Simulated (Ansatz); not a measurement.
C (R-3m), r2SCAN, rigid bands in Ansatz (an electronic-structure program): Condition of this run: biaxial stress in (111) of -44 GPa (compression positive) (the target of the relaxation). band gap 4.10 eV, N_c = 6.32e19 cm⁻³ and N_v = 2.86e19 cm⁻³ at 300 K, conductivity masses of 0.403 mₑ (electrons) and 0.441 mₑ (holes). Take k_BT = 0.02585 eV.

Task: A film of it is 2 nm thick. Estimate the confinement energies in an infinite well.

Result: ħ²π²/(2m t²) = 0.376 eV·nm²/(m/mₑ × t²) gives 233 meV for electrons and 213 meV for holes, so the gap would widen to about 4.55 eV. Finite barriers and nonparabolic bands lower this, and with several valleys or bands the heaviest mass along the normal sets the lowest level, not this average.

Task: What built-in voltage has an abrupt junction with N_A = 1e17 and N_D = 1e18 cm⁻³, all dopants ionised?

Result: V_bi = E_g/e − (k_BT/e) ln(N_c N_v/(N_A N_D)) = 4.10 − 0.02585 × 9.80 = 3.85 V. It follows the computed gap one for one.

Task: What thermal injection velocity √(2k_BT/πm) limits a ballistic channel?

Result: 8.48e6 cm/s for electrons and 8.10e6 cm/s for holes, a ratio of √(m_h/m_e) = 1.05, for dilute carriers.

Rigid, parabolic bands with the computed gap; masses take one relaxation time for all states. Spin-orbit coupling is left out. Geometry: cell and atoms relaxed with PBEsol.
